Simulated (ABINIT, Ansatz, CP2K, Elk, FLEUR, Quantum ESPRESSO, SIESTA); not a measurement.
# Code comparison for WS2 (P6_3/mmc, 6 atoms in the cell)

Self-consistent single point, at a second geometry (lattice scaled by 0.98). First geometry:

```
WS2
1.0
    1.57500    -2.72798     0.00000
    1.57500     2.72798     0.00000
    0.00000     0.00000    12.32000
W S
2 4
Direct
  0.33333   0.66667   0.25000
  0.66667   0.33333   0.75000
  0.33333   0.66667   0.87800
  0.66667   0.33333   0.37800
  0.66667   0.33333   0.12200
  0.33333   0.66667   0.62200
```

Shared settings, as Ansatz (a quantum-chemistry and plane-wave program) writes them: kpoints.mp_grid.grid = 7 7 2; scf.occupations.method = fermi_dirac; scf.occupations.width = 0.0015 Ry. Potentials and cutoffs stand in the table.

```json
[
 {"code": "ABINIT", "model": "PBE, norm-conserving pseudopotentials (PseudoDojo nc-sr-05 PBE standard)", "ΔF from the first geometry (meV/atom)": "63.9", "pressure (GPa)": "16.17", "largest force (eV/Å)": "1.180", "cutoff": "37 Ha"},
 {"code": "Elk", "model": "PBE, all-electron FP-LAPW, Elk's shipped species files, default APW+lo basis", "ΔF from the first geometry (meV/atom)": "74.3", "pressure (GPa)": "–", "largest force (eV/Å)": "–", "cutoff": "rgkmax 7"},
 {"code": "CP2K", "model": "PBE, GPW, DZVP-MOLOPT-SR-GTH basis, GTH-PBE potentials (GTH_POTENTIALS)", "ΔF from the first geometry (meV/atom)": "56.1", "pressure (GPa)": "14.97", "largest force (eV/Å)": "1.061", "cutoff": "grid 500 Ry"},
 {"code": "FLEUR", "model": "PBE, all-electron FLAPW (FLEUR), scalar-relativistic valence", "ΔF from the first geometry (meV/atom)": "66.7", "pressure (GPa)": "–", "largest force (eV/Å)": "1.210", "cutoff": "Kmax 3.9 1/bohr"},
 {"code": "SIESTA", "model": "GGA PBE, numerical atomic orbitals DZP, PseudoDojo PBE standard norm-conserving potentials (rewritten from UPF to PSML)", "ΔF from the first geometry (meV/atom)": "70.5", "pressure (GPa)": "17.42", "largest force (eV/Å)": "1.557", "cutoff": "grid 350 Ry"},
 {"code": "Quantum ESPRESSO", "model": "PBE, SSSP 1.1.2 efficiency (PBE) pseudopotentials", "ΔF from the first geometry (meV/atom)": "65.2", "pressure (GPa)": "15.32", "largest force (eV/Å)": "1.219", "cutoff": "40 Ry"},
 {"code": "Ansatz", "model": "PBE, default PAW files", "ΔF from the first geometry (meV/atom)": "63.6", "pressure (GPa)": "16.14", "largest force (eV/Å)": "1.175", "cutoff": "default"}
]
```

For Quantum ESPRESSO (by 1.1 GPa) the energy change implies a higher mean pressure, against the two pressures, than for the other programs: a sign of finite-basis (Pulay) stress.

A dash marks a value that a program does not give, or that is left out as unsure.

On Ansatz's run: spin-orbit coupling is off. Spin polarisation is off.

The spread over the programs that give each value: ΔF from the first geometry within 18.2 meV/atom; pressure within 2.45 GPa; largest force within 0.496 eV/Å.

CP2K and SIESTA use small atom-centred bases, whose incompleteness enters pressures, forces and empty levels differently from a plane-wave cutoff. Elk and FLEUR treat all electrons, but the usual bases taken here (sphere radii, linearisation, local orbitals, empty states) were not tested for convergence, so the values are no reference for the others. Ansatz's pressure is given at a fixed set of plane waves, as the other plane-wave codes print theirs; with its correction for the finite basis it is 16.18 GPa. In the pressure, CP2K (by 1.17) and SIESTA (by 1.27) lie more than 1 GPa from the median of the plane-wave programs. In the force vectors, CP2K (by 0.120) and SIESTA (by 0.377) lie more than 0.08 eV/Å from the median of the plane-wave programs.

This mesh misses zone-boundary points where a band edge of such crystals can lie, so no gaps are given.

The starting cell has typed, rounded lattice constants, without a prior relaxation at this level. For this run, on top of that: lattice scaled by 0.98.

Keys are those of Ansatz 0.2.
